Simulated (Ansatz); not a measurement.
Base system: WGe₂ (space group Fm-3m, No. 225; a = 6.048 Å; a hypothetical phase, not in the database extracts checked).

Levels (all Ansatz, a first-principles code, PAW): PBEsol (420 eV, no SOC); PBEsol+SOC (420 eV, spin-orbit coupling included).

The geometry is relaxed with PBEsol.

* **PBEsol pressure**: 0.0 GPa

### Question
Predict the pressure from PBEsol+SOC.

### Answer
The pressure goes from zero to 0.4 GPa.

Single points use the geometry relaxed with PBEsol. The spin-orbit shifts are approximate. Stability against distortions was not tested. The runs without spin-orbit coupling are not spin-polarised. WGe2 has a high density of states at the Fermi level and may be magnetic at this level.
